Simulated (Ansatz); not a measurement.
Functionals compared on H on the 1x1 (111) surface of fcc Pt, one in a 2x2 cell, started at the site 'bridge Pt-Pt (span 2.8 Å)', in Ansatz (plane waves, PAW). The structure was relaxed with PBE; the other rows are single points on it, each with its references at the same level. Cutoff 420 eV (500 eV for r2SCAN).

Set-up: 17 atoms, 6.9 Å thick at the start under the adsorbate (thin: gaps and levels are the slab's own); mesh 6x6x1; 0.1 eV smearing; dipole correction on; 8 atoms held, the rest relaxed; held to the start's symmetry, so lower structures may exist; no spin, no spin-orbit, no U, no dispersion correction. At the end it is bonded to 2 Pt. In PBE this state lies 0.05 eV over the lowest of the starts that converged ('hollow Pt-Pt-Pt over Pt at depth 4.6 Å'). These notes are the PBE run's. Adsorption energies are against ½ H2(g). A negative adsorption energy means that the adsorbate is more stable on the surface than in its reference.

```csv
functional,adsorption energy (eV),work function of the top face (eV),change of the work function (eV),rough cost of the single point
PBE,-0.42,5.58,-0.10,–
RPBE,[?],[?],[?],very roughly 3 core-minutes
r2SCAN,-0.48,5.67,-0.08,very roughly 6 core-minutes
```

Question: Complete the blanks.

Answer: 
- RPBE, adsorption energy (eV): -0.26
- RPBE, work function of the top face (eV): 5.43
- RPBE, change of the work function (eV): -0.08

Ansatz is a first-principles code.
